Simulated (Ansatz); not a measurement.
## HfGe (model structure, started from the WC type, P-6m2, No. 187, 2 atoms in the cell)

Method: PBEsol (PAW; Ansatz, an electronic-structure program).

Run with plane-wave cutoff 500 eV, 12×12×12 k mesh, Fermi–Dirac smearing 0.05 eV, scalar-relativistic PAW data made under PBE.

Cell (relaxed at this level):

```
CELL_PARAMETERS angstrom
      3.10015     0.00000     0.00000
     -1.55007     2.68481     0.00000
      0.00000     0.00000     4.43668
ATOMIC_POSITIONS crystal
  Hf 0.00000 0.00000 0.00000
  Ge 0.66667 0.33333 0.50000
```

For HfGe (model structure, started from the WC type, P-6m2, No. 187, 2 atoms in the cell), the band gap is none.

Note: the relaxation could raise the start's symmetry but not lower it, so the cell can be a saddle point.

Spin–orbit coupling is not included.

Computing time: about 2.4 core-minutes (a rough figure).

A model structure was made by putting elements into a prototype or built by hand; it is no filed structure, need not be a known phase, and can be a saddle point held by its symmetry.
